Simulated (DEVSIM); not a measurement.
Device: abrupt Si n-p junction, at 350 K.

| layer (left to right) | material | thickness (μm) | Nd (cm⁻³) | Na (cm⁻³) | τn (s) | τp (s) |
|---|---|---|---|---|---|---|
| 1 | Si | 3.30 | 2.5e17 | - | 9.8e-6 | 9.8e-6 |
| 2 | Si | 4.50 | - | 5.9e16 | 9.8e-6 | 9.8e-6 |

Left contact: ohmic. Right contact: ohmic. Voltage is applied to the left contact. Recombination: SRH at mid-gap, Auger. Mobility is μmin + (μ − μmin)/(1 + (N/Nref)^α).

Constants are typed, rounded textbook-type inputs, not results; the design itself was drawn at random and stands for no fabricated device. Values at 300 K; Nc and Nv go as T^1.5, mobilities as T to minus their exponent, the gap by Varshni's rule with the affinity fixed.

```tsv
parameter	Si
gap (eV)	1.124
affinity (eV)	4.05
permittivity	11.7
Nc (cm⁻³)	2.86e19
Nv (cm⁻³)	3.1e19
μn (cm²/Vs)	1417
μp (cm²/Vs)	470
μn,min	52
μp,min	45
Nref,n	9.7e16
Nref,p	2.2e17
αn	0.68
αp	0.72
T exponent of μn	2.3
T exponent of μp	2.2
Cn (cm⁶/s)	2.8e-31
Cp (cm⁶/s)	9.9e-32
Varshni α (eV/K)	0.000473
Varshni β (K)	636
```

Simulated with DEVSIM: 1D drift-diffusion, Boltzmann statistics, complete ionisation; no tunnelling, impact ionisation, image-force lowering or self-heating.

The doping Nd of layer 1 was swept, all else fixed.

```csv
doping Nd of layer 1 (cm^-3),potential step across the device at zero bias (V),dark forward voltage at 100 A/cm² (V),dark forward voltage at 1 A/cm² (V),largest field in the device at zero bias (V/cm)
7.5e15,0.659,0.654,0.485,35000
2.5e16,0.695,0.670,0.514,59000
7.5e16,0.729,0.680,0.531,83000
2.5e17,0.765,0.685,0.539,100000
7.5e17,0.798,0.685,0.541,110000
2.5e18,0.834,0.685,0.542,140000
7.5e18,0.867,0.685,0.542,?
```

Some entries are withheld; supply them.


- 7.5e18, largest field in the device at zero bias (V/cm): 190000
